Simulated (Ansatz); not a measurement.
# A self-consistent single point of BiSb (R3m, 2 atoms in the cell) with Ansatz

Computed with PBEsol, default PAW files made with PBE (plane waves; Ansatz, a quantum-chemistry and plane-wave program).

Input as run:

Ansatz 0.2 input:
```yaml
# BiSb
crystal:
  lattice:
    - [2.21516400, 1.27892500, 3.95527400]
    - [-2.21516400, 1.27892500, 3.95527400]
    - [0.00000000, -2.55785000, 3.95527400]
  atoms:
    - { symbol: Sb, position_ang: [-0.00000000, 0.00000000, 9.16327425] }
    - { symbol: Bi, position_ang: [-0.00000000, 0.00000000, 2.75239607] }
basis:
  ecutwfc: 420.0 eV
kpoints:
  mp_grid: { grid: [7, 7, 7] }
hamiltonian:
  xc: pbesol
  pseudopotentials: { kind: paw }
scf:
  occupations: { method: fermi_dirac, width: 0.1 eV }
output:
  forces: true
  eigenvalues: true
  stress: true
```

Log, with long lists cut:

```
WARN ansatz: RAYON_NUM_THREADS=1 ignored (pool sized by the plan → 1); use --threads N
Pseudopotentials: kind: paw
Pseudopotential: Sb, paw, valence charge 15
Pseudopotential: Bi, paw, valence charge 15
Crystal: 2 atoms, lattice volume = 67.232 Å³
Basis set: ecut = 420 eV, 1309 PW (Γ), exchange–correlation on 64×64×64 points (8 copies of the dense FFT grid, shifted against one another)
Bands: 19, of which v1, the nominal top of the filled ones, is band 15 counted from 1 (14 counted from 0)
Symmetry: 6 space group operations
Space group: R3m (ITA 160), of the structure as read, at distance tolerance 4.1e-5 Å
k-points: 44 of 343 (time reversal used)
PAW frozen core: Sb, regenerated for the run's functional, and the local potential with it
PAW frozen core: Bi, regenerated for the run's functional, and the local potential with it
Initial density: superposition of atomic densities (neutral atoms: chi_scale 0, normalization atom), corrected by the library's trained network
Initial wavefunctions: pseudopotential atomic-orbital guess
Eigensolver: davidson
Functional: x = pbesol(κ = 0.804, μ = 0.12345679012345678), c = pbesol(β = 0.046)
SCF iter   1: F=—  HF=-18650.089076 eV  |F-HF|=—  |Δ(HF+E_count)|=         —  Δρ=2.35e-3  dr2=4.75e-3  ethr=1.77e-3  ⟨swp⟩=5.9  Hψ=4275  notcnv=0
all-band conjugate gradients solve this SCF's bands
preconditioner: auto → none
SCF iter   2: F=—  HF=-18650.086040 eV  |F-HF|=—  |Δ(HF+E_count)|=   3.04e-3  Δρ=1.04e-3  dr2=7.54e-4  ethr=1.58e-5  ⟨swp⟩=2.7  Hψ=1840  notcnv=0
SCF iter   3: F=—  HF=-18650.085974 eV  |F-HF|=—  |Δ(HF+E_count)|=   6.60e-5  Δρ=3.03e-4  dr2=8.53e-5  ethr=2.51e-6  ⟨swp⟩=2.2  Hψ=1403  notcnv=0
SCF iter   4: F=—  HF=-18650.085953 eV  |F-HF|=—  |Δ(HF+E_count)|=   2.10e-5  Δρ=9.91e-5  dr2=4.70e-6  ethr=2.84e-7  ⟨swp⟩=2.0  Hψ=1277  notcnv=0
SCF iter   5: F=—  HF=-18650.085956 eV  |F-HF|=—  |Δ(HF+E_count)|=   2.82e-6  Δρ=3.28e-5  dr2=4.75e-7  ethr=1.57e-8  ⟨swp⟩=2.0  Hψ=1498  notcnv=0
SCF iter   6: F=-18650.085956 eV  HF=-18650.085956 eV  |F-HF|=4.41e-8  |Δ(HF+E_count)|=   9.45e-8  Δρ=9.61e-6  dr2=2.72e-8  ethr=3.33e-10  ⟨swp⟩=7.0  Hψ=4489  notcnv=0
SCF 1 converged in 6 iterations: F = -18650.085956 eV  dr2 = 2.72e-8
SCF converged after 6 iterations
Free energy (F): -18650.085956 eV
Harris-Foulkes:  -18650.085956 eV  (|F-HF|=4.41e-8)
Internal energy: -18650.079813 eV  (E = F + TS)
E sigma→0 (E₀):  -18650.082884 eV
Entropy (-TS):   -0.006143 eV (-3.072 meV/atom)
Fermi energy:    9.293770 eV
--- Per-component energies (eV) ---
  E_band       = -292.477657
  E_kinetic    = 509.823657
  E_local      = -3227.648279  (includes V_loc(G=0)·N_el)
  E_nonlocal   = 925.922722
  E_hartree    = 1260.626485
  E_xc         = -287.505227
  E_vxc        = -240.432624  (∫ρ·V_xc dr)
  E_paw        = -15009.206462  (= ΣΔE_a)
  E_vpaw       = -781.399848  (= ΣTr[D̂ρ^β])
  E_aug_tail   = -0.000459  (compensation charges beyond the density's cutoff)
  E_ewald      = -2822.513859
  E_core_change = 0.421609  (= ΣΔE_core)
  E_smearing   = -0.006143  (= −TS)
  E_closure    = -0.000000  (closes the sum)
  Σ components = -18650.085956   (vs F -18650.085956, Δ=0.00e0)
--- Forces (eV/Å), atoms counted from 1 ---
  atom   1  Sb     0.00000000    -0.00000000    -0.38898760
  atom   2  Bi     0.00000000     0.00000000     0.38898153
  max |Σ_I F_I| component: 6.06e-6 eV/Å
--- Stress (GPa, compression-positive) ---
       -0.130755       0.000000      -0.000000
        0.000000      -0.130755      -0.000000
       -0.000000      -0.000000      -0.556377
  P = ⅓ Tr σ = -0.2726 GPa (-2.726 kbar)
  The stress holds the Pulay correction. Without it, at fixed plane waves, as pw.x and ABINIT print it: P = -0.3013 GPa
--- Band table (eV; the first three rows and the last of 44) ---
  k-point 0: bands = ["-19.5654", "-19.5654", "-19.5427", "-19.5427", "-19.5314", "-13.5640", "-13.5640", "-13.5451", "-13.5451", "-13.5448", "-3.5695", "3.1581", "7.6179", "7.8898", "7.8898", "11.2743", "12.0579", "12.0579", "14.9835"]
  k-point 1: bands = ["-19.5651", "-19.5647", "-19.5425", "-19.5425", "-19.5310", "-13.5664", "-13.5632", "-13.5457", "-13.5453", "-13.5429", "-3.3744", "2.6057", "7.6398", "7.8176", "7.9448", "11.1213", "11.5357", "11.7189", "14.1594"]
  k-point 2: bands = ["-19.5645", "-19.5631", "-19.5422", "-19.5420", "-19.5302", "-13.5719", "-13.5624", "-13.5466", "-13.5444", "-13.5391", "-2.8158", "1.3672", "7.5339", "7.6841", "8.3082", "10.1603", "10.7729", "11.0107", "14.5822"]
  k-point 43: bands = ["-19.5648", "-19.5642", "-19.5412", "-19.5409", "-19.5303", "-13.5716", "-13.5678", "-13.5428", "-13.5414", "-13.5411", "-2.4158", "0.5430", "6.3479", "7.7836", "8.5809", "10.4210", "10.7162", "12.3852", "15.4494"]
```

The run converged in 6 iterations.

The starting cell comes from a database of computed structures (which also holds hypothetical and non-ambient phases and stackings), without a prior relaxation at this level. Its lattice was rescaled by up to half a per cent. One atom was moved a little off its site on purpose. Spin-orbit coupling is off. Ansatz's pressure includes its estimate of the finite-basis (Pulay) stress. A gap is left out here, as mesh or smearing make it unsure.
